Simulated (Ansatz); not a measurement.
## By hand: formation energy of H_i in Cu (fcc, Fm-3m)

Subject: the formation energy of H_i in Cu (fcc, Fm-3m). Reaction: 108 Cu (fcc) + 1/2 H2 (gas) → cell A.

A: a supercell of 108 sites of Cu (fcc, Fm-3m) with H off the lattice sites (6 Cu at 1.85 Å); spin state with PBE: run without spin.

Setting: static, neutral cells in Ansatz (PAW) whose structures rest at the PBE level. Ansatz (a program for electronic structure) runs with its default PAW set. Other levels take these structures. The lattices are those relaxed with PBE, so at other levels the solids can be strained. Larger cells are relaxed from a start prepared with the learned potential CHGNet, on a coarser mesh till forces fall under 0.03 eV/Å, which some starts already meet. A dispersion term (D3(BJ), or D4 for r2SCAN) was computed beside these levels and is taken off wherever the name lacks it. Mesh and cell size may move defect energies by 0.1 eV or more. Cell A has symmetry Pm-3m and got no random move, so less symmetric positions, which may lie lower, weren't tried.

Total energies of the cells in eV, at zero smearing width. They compare only within one column; the weights balance every element.

```json
[
 {"cell": "A: Cu:H_i", "atoms": "109", "weight": "+1", "r2SCAN": "-716188.24752"},
 {"cell": "Cu (fcc)", "atoms": "108", "weight": "−1", "r2SCAN": "-716172.63781"},
 {"cell": "H2 (gas)", "atoms": "2", "weight": "−1/2", "r2SCAN": "-31.88989"}
]
```

r2SCAN: (-716188.24752) − (-716172.63781) − 1/2 × (-31.88989) = 0.335 eV.
